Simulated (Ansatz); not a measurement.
The starting structures come from a database of crystals and need not be the phases stable at ambient conditions.

**Evanescent states of BaCuTeF (P4/nmm, not sure to be the ambient phase, 8 atoms a cell, 23.6 Å³ an atom) along the normal of (111)**

All values below come from r2SCAN (plane waves, PAW; Ansatz, an electronic-structure program).

The gap is the functional's own. No spin-orbit coupling. Mid-gap values are interpolated on the energy grid.

Energies count from the valence-band top; κ is the least over a 6×4 mesh across the current.

| E (eV) | κ (1/Å) | where |
|---|---|---|
| 0.04 | 0.066 | Γ |
| 0.12 | 0.110 | off Γ |
| 0.20 | 0.135 | off Γ |
| 0.28 | 0.152 | off Γ |
| 0.36 | (withheld) | off Γ |
| 0.44 | (withheld) | off Γ |
| 0.52 | (withheld) | off Γ |
| 0.60 | (withheld) | off Γ |
| 0.68 | (withheld) | Γ |
| 0.76 | (withheld) | Γ |
| 0.84 | (withheld) | Γ |
| 0.92 | (withheld) | Γ |
| 1.00 | 0.126 | Γ |
| 1.08 | 0.104 | Γ |
| 1.16 | 0.074 | Γ |
| 1.24 | 0.011 | Γ |

Question: What belongs in the gaps?

Answer: 
- 0.36, κ (1/Å): 0.166
- 0.44, κ (1/Å): 0.176
- 0.52, κ (1/Å): 0.184
- 0.60, κ (1/Å): 0.190
- 0.68, κ (1/Å): 0.188
- 0.76, κ (1/Å): 0.175
- 0.84, κ (1/Å): 0.161
- 0.92, κ (1/Å): 0.145
